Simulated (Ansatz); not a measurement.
## Si: isotropic strain +0.26 %

Base system: Si (space group Pm-3n, No. 223; a = 4.866 Å; a model cell, its experimental status unchecked).

The change: every lattice vector is stretched by 0.26 %; the atoms relax in the strained cell.

The values are results of PBEsol (Ansatz, a quantum-chemistry and plane-wave program), no spin-orbit coupling, not measurements. Γ-centred 10×10×10 mesh, Fermi–Dirac width 0.05 eV.

- Volume per atom: 14.52 Å³ (base 14.41 Å³)
- Energy relative to the base (free energy F): +0.2 meV/atom
- Pressure: -0.7 GPa (base 0.0 GPa)
- Band gap: zero (base zero)

Cost of the whole job for the changed cell (relaxation, final SCF and bands): around 28 core-seconds (rough).

Stability against distortions was not tested. This is not the structure that Si has at room temperature and ambient pressure.
